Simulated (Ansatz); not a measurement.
Worked example: self-consistent single point of CrB (P1, 8 atoms in the cell) in Ansatz (a first-principles code).

Method: PBEsol, PAW files made with PBE (plane waves; Ansatz).

The change in words: atoms moved at random. Reference geometry:
```xyz
8
Lattice="-1.4502 1.4502 7.8015 1.4502 -1.4502 7.8015 1.4502 1.4502 -7.8015" Properties=species:S:1:pos:R:3 pbc="T T T"
Cr     0.0000     0.0000     3.0827
Cr     0.0000     1.4502     6.9835
Cr     0.0000     1.4502     0.8181
Cr     0.0000     0.0000    12.5203
B      0.0000     0.0000     5.3405
B      1.4502     0.0000     1.4397
B      1.4502     0.0000     6.3618
B      0.0000     0.0000    10.2626
```

Reference input (self-consistent single point, DFT, PBEsol, plane waves, PAW files made with PBE): kpoints.mp_grid.grid = 7 7 7; hamiltonian.xc = pbesol; hamiltonian.pseudopotentials = {kind: paw} (the program's default PAW files); scf.occupations.method = gaussian; scf.occupations.width = 0.05 eV. This run's input differs from it in these lines:

Ansatz 0.2 input:
```diff
@@ -7,10 +7,10 @@
   atoms:
-    - { symbol: Cr, position: [0.197570, 0.197570, 0.000000] }
-    - { symbol: Cr, position: [0.947570, 0.447570, 0.500000] }
-    - { symbol: Cr, position: [0.552430, 0.052430, 0.500000] }
-    - { symbol: Cr, position: [0.802430, 0.802430, 0.000000] }
-    - { symbol: B, position: [0.342270, 0.342270, 0.000000] }
-    - { symbol: B, position: [0.092270, 0.592270, 0.500000] }
-    - { symbol: B, position: [0.407730, 0.907730, 0.500000] }
-    - { symbol: B, position: [0.657730, 0.657730, 0.000000] }
+    - { symbol: Cr, position: [0.191248, 0.201464, -0.002080] }
+    - { symbol: Cr, position: [0.945681, 0.443275, 0.489585] }
+    - { symbol: Cr, position: [0.541811, 0.050375, 0.486783] }
+    - { symbol: Cr, position: [0.779757, 0.797561, -0.024933] }
+    - { symbol: B, position: [0.340123, 0.343301, 0.001853] }
+    - { symbol: B, position: [0.117760, 0.592100, 0.519316] }
+    - { symbol: B, position: [0.415235, 0.911526, 0.514853] }
+    - { symbol: B, position: [0.668385, 0.660398, 0.014623] }
 kpoints:
```

The program printed (abridged):

```
SCF iter   1: F=—  HF=-14028.143897 eV  |F-HF|=—  |Δ(HF+E_count)|=         —  Δρ=3.16e-1  dr2=7.52e1  ethr=3.10e-3  ⟨swp⟩=6.0  Hψ=25313  notcnv=0
all-band conjugate gradients solve this SCF's bands
preconditioner: auto → Kerker (q_TF=auto, 2.744 Å⁻¹)
SCF iter   2: F=—  HF=-14013.196328 eV  |F-HF|=—  |Δ(HF+E_count)|=    1.49e1  Δρ=6.47e-2  dr2=3.72e0  ethr=3.10e-3  ⟨swp⟩=4.0  Hψ=19262  notcnv=0  defer=245
   [... lines left out ...]
SCF iter   6: F=—  HF=-14012.018320 eV  |F-HF|=—  |Δ(HF+E_count)|=   6.58e-5  Δρ=4.68e-4  dr2=3.44e-4  ethr=1.11e-6  ⟨swp⟩=2.0  Hψ=9796  notcnv=0  defer=246
SCF iter   7: F=—  HF=-14012.018299 eV  |F-HF|=—  |Δ(HF+E_count)|=   2.10e-5  Δρ=9.04e-5  dr2=1.66e-5  ethr=5.07e-7  ⟨swp⟩=2.3  Hψ=9083  notcnv=0  defer=246
SCF iter   8: F=—  HF=-14012.018296 eV  |F-HF|=—  |Δ(HF+E_count)|=   2.49e-6  Δρ=3.12e-5  dr2=2.04e-6  ethr=2.44e-8  ⟨swp⟩=1.6  Hψ=7856  notcnv=0  defer=246
SCF iter   9: F=-14012.018296 eV  HF=-14012.018296 eV  |F-HF|=9.80e-8  |Δ(HF+E_count)|=   1.45e-7  Δρ=9.06e-6  dr2=9.62e-8  ethr=1.47e-10  ⟨swp⟩=9.8  Hψ=30340  notcnv=0
SCF 1 converged in 9 iterations: F = -14012.018296 eV  dr2 = 9.62e-8
Free energy (F): -14012.018296 eV
Internal energy: -14012.013363 eV  (E = F + TS)
E sigma→0 (E₀):  -14012.015829 eV
Entropy (-TS):   -0.004933 eV (-0.617 meV/atom)
Fermi energy:    18.548256 eV
--- Forces (eV/Å), atoms counted from 1 ---
  atom   1  Cr    -0.18806117     0.39311490     0.01284294
  atom   2  Cr     0.33276894     0.32882775    -0.63304250
  atom   3  Cr     0.07163686     0.93239391    -0.09812341
  atom   4  Cr     0.23555972     1.11943141     0.33261569
  atom   5  B     -0.08768974    -0.52375917     0.33403873
  atom   6  B      0.11060371    -1.23187141    -0.66273892
  atom   7  B     -0.38915481    -0.75617400     0.38077434
  atom   8  B     -0.08567724    -0.26202156     0.33364604
--- Stress (GPa, compression-positive) ---
       -1.969043       0.139206      -0.343465
        0.139207      -2.164089      -0.545006
       -0.343465      -0.545006      -2.491526
  P = ⅓ Tr σ = -2.2082 GPa (-22.082 kbar)
  The stress holds the Pulay correction. Without it, at fixed plane waves, as pw.x and ABINIT print it: P = -2.3569 GPa
```

The run converged in 9 iterations. Against the reference run the free energy goes up by 20.2 meV/atom, the pressure goes from -3.06 to -2.21 GPa and the largest force goes from 0.027 to 1.403 eV/Å.

The starting cell comes from a database of computed structures (which also holds hypothetical and non-ambient phases and stackings), without a prior relaxation at this level. For this run, on top of that: atoms moved at random. Spin polarisation is off. Forces in this geometry exceed 1 eV/Å. Ansatz's pressure includes its estimate of the finite-basis (Pulay) stress.

Cost on one core of a shared machine: roughly 30 s.
